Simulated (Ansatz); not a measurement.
Ag on the 1x1 (111) surface of fcc Au (the real clean face reconstructs), one in a 2x2 cell, energies for each (29.9 Å²). Energies are against an atom of fcc Ag, without zero-point or thermal terms; each row is named by its start.

Calculation: PBE (plane waves to 420 eV, PAW; Ansatz, a first-principles code).

Slab: 17 atoms, 7.2 Å thick at the start under the adsorbate (thin: gaps and levels are the slab's own); k 6x6x1, smearing 0.1 eV, dipole-corrected; 8 atoms held, the rest relaxed; each run with such symmetry as its start has; no spin, no spin-orbit, no U, no dispersion correction.

A negative adsorption energy means that the adsorbate is more stable on the surface than in its reference. Starts that drift may end in the same place. Heights count from the host atoms within 0.3 Å of the top one.

```
starting site                           E_ads (eV)  height (Å)  nearest host atom (Å)  bonded to  Δ work function (eV)  lateral drift (Å)
--------------------------------------  ----------  ----------  ---------------------  ---------  --------------------  -----------------
top Au                                        1.11           ?                Au 2.60         Au                     ?                0.0
hollow Au-Au-Au over Au at depth 2.4 Å        0.60        2.14                Au 2.76       3 Au                 -1.35                0.0
hollow Au-Au-Au over Au at depth 4.8 Å        0.59        2.14                Au 2.75       3 Au                 -1.35                0.0
bridge Au-Au (span 2.9 Å)                     0.59        2.14                Au 2.75       3 Au                 -1.35                0.8
```

Q: What belongs in the gaps?

A: 
- top Au, height (Å): 2.39
- top Au, Δ work function (eV): -1.39
